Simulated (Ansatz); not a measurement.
Start from TiS2 in the CdI2 type structure (space group P-3m1, No. 164; layered, stacked along the Cartesian z axis).

```
CELL_PARAMETERS angstrom
      3.36062     0.00000     0.00000
     -1.68031     2.91039     0.00000
      0.00000     0.00000     5.52244
ATOMIC_POSITIONS crystal
  Ti 0.00000 0.00000 0.00000
  S  0.33333 0.66667 0.25857
  S  0.66667 0.33333 0.74143
```

The values are results of PBE-D3(BJ) in Ansatz (plane waves to 420 eV, PAW, no SOC), not measurements.

Now apply this change: full substitution Ti → Sn; the structure is relaxed again.

Measured lattice parameter a: TiS2 3.4073 Å (temperature not stated; as listed in R.R. Chianelli, J.C. Scanlon, A.H. Thompson, Materials Research Bulletin (1975)); SnS2 3.6456 Å (room temperature; as listed in de Lima et al., arXiv (2018)).

### Question
How well does PBE-D3(BJ) reproduce the measured shift?

### Answer
With PBE-D3(BJ) the lattice parameter a moves by +0.309 Å (3.361 → 3.669) against +0.238 Å measured.

No phonon test of stability was made. The base started in P3m1 and relaxed to P-3m1 at this level. All final runs are without spin polarisation.

Ansatz is a quantum-chemistry and plane-wave program.
